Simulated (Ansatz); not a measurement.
Start from ZnGeP2 in the chalcopyrite structure (space group I-42d, No. 122; a = 5.4242 Å, c = 10.7096 Å).

Level of theory: PBEsol/PAW in Ansatz (an electronic-structure program), no spin-orbit coupling, earlier PAW set.

Base values:

The lattice parameter a is 5.424 Å. The band gap is 1.07 eV.

Modification: a hydrostatic pressure of 22.5 GPa.

Task: What does the calculation give for the lattice parameter a after the change?

Result: The lattice parameter a falls by 0.315 Å (5.424 Å → 5.109 Å).

Task: What happens to the band gap?

Result: The band gap shrinks by 0.35 eV to 0.72 eV.

Load acts through the strain it causes; cell and atoms are relaxed under it. Stability against distortions was not tested. No other phases were tried under pressure.
